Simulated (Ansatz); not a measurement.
Data:

```xyz
5
Lattice="2.1879 1.2632 10.3169 -2.1879 1.2632 10.3169 0.0000 -2.5263 10.3169" Properties=species:S:1:pos:R:3 pbc="T T T"
Bi     0.0000     0.0000    12.3493
Bi     0.0000     0.0000    18.6014
Te     0.0000     0.0000     0.0000
Te     0.0000     0.0000     6.5695
Te     0.0000     0.0000    24.3812
```

No spin polarisation.

The values are results of r2SCAN+rVV10 in Ansatz (plane waves to 500 eV, PAW, spin-orbit coupling left out), not measurements. Γ-centred 9×9×9 mesh, Fermi–Dirac width 0.05 eV.

**Question.** What is the computed width of the top valence band?

**Answer.** 1.46 eV.

**Question.** Estimate the band gap.

**Answer.** 0.60 eV.

**Question.** What hole mass does the calculation give?

**Answer.** 0.36 mₑ along c, 0.087 mₑ across (at Γ).

With Bi and Te present, leaving out spin-orbit coupling can change the band edges. Load acts through the strain it causes; cell and atoms are relaxed under it. Masses are band curvatures over ±0.01 Å⁻¹ around the edge. No phonon test of stability was made. The cell was made from Bi₂Te₃ in the Bi2Te3 type structure (space group R-3m, No. 166) by this change: pressure 0.7 GPa.

Ansatz is a first-principles code.
